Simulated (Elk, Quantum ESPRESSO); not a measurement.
Equation of state of rock-salt BaS (space group 225): energy against volume (Elk, LDA)

```yaml
crystal:
  lattice:
    - [0.00000, 3.07074, 3.07074]
    - [3.07074, 0.00000, 3.07074]
    - [3.07074, 3.07074, 0.00000]
  atoms:
    - { symbol: Ba, position: [0.00000, 0.00000, 0.00000] }
    - { symbol: S, position: [0.50000, 0.50000, 0.50000] }
```

Computed with LDA (PW92), all-electron FP-LAPW, Elk's shipped species files, APW+lo basis with extra local orbitals in Elk. Settings: xctype = 3; rgkmax = 8.55; stype = 3; swidth = 0.000367493 Ha; ngridk = 9 9 9; gmaxvr = 14 1/bohr; nxlo = 2; lorbcnd = true; lmaxi = 3; sphere radii = {Ba: 2.8, S: 2.2} bohr. The cell above is the first row's. The rows scale it uniformly. In all rows fractional positions and the k mesh are held. E is the free energy at the stated smearing, counted from the lowest row.

```
V (Å^3/atom)  E (meV/atom)
------------  ------------
28.955               22.72
29.585               10.07
30.214                2.72
30.844                0.00
31.473                1.41
32.103                6.55
32.732               14.93
33.361               26.26
33.991                   ?
```

### Question
Using the third-order Birch-Murnaghan form, a cubic in V^(-2/3), estimate the missing E at V = 33.991 from the other rows, showing the fit.

### Answer
With u = V^(-2/3) - 0.1011, the rows have u = 0.0049517, 0.0034408, 0.0019848, 0.0005763, -0.0007830, -0.0020998, -0.0033722, -0.0046044. Least squares gives E = 0.114 - 830.8·u + 1070401·u² + 3861416·u³. Residuals (row less fit): 0.006, -0.015, 0.008, 0.009, -0.009, 0.008, -0.010, 0.005; standard error 0.013 (degrees of freedom: 4). Its minimum lies at u = 0.0003873, so V0 = (0.1014873)^(-3/2) = 30.93. There d²E/du² = 2150000 and d³E/du³ = 2.317e7, so B0 = (4/9) × 30.93^(-7/3) × 2150000 × 0.160218 = 51.0 GPa (the last factor turns the table's units into GPa), and B0' = 4 + (2/3) × 0.1014873 × (2.317e7)/2150000 = 4.7. At the withheld row, u = -0.0058005, so E = 0.114 - 830.8 × (-0.0058005) + 1070401 × (-0.0058005)² + 3861416 × (-0.0058005)³ = 40.194 meV/atom. The calculation gives 40.21 meV/atom, 0.016 meV/atom above the prediction (under 0.05 % of the range of E in the table). The row lies outside the fitted rows, so this is an extrapolation. From the scatter of the fitted rows alone, a prediction at this place has a standard error of 0.031 meV/atom, so the miss is 0.5 times that.

Carrying the step between the two nearest rows on in a straight line would have given 37.61, off by 2.60; series whose last step already gives the withheld value aren't shown. The scan was laid around a cell of about the measured size, scaled by a guess for this functional. The runs keep the symmetry of the cell, so they don't test it for distortions. A plane-wave scan with the same functional (Quantum ESPRESSO, GBRV) gives V0 = 31.04 Å^3/atom and B0 = 50.8 GPa; a Birch-Murnaghan fit to all rows here lies -0.4 % from it in V0 and 0 % in B0; the two differ in basis, and may differ in potentials and mesh. Values depend on the basis (sphere radii, cutoffs, local orbitals), which need not be converged. Spin-orbit coupling is off. Sphere radii are the same in all rows. Cutoffs and mesh are single choices, not tested for convergence of this quantity. Series with a scatter that would blur these digits, or in which a gap closes, are not shown. Nor are scans whose minimum lies at an end fitted in this form.
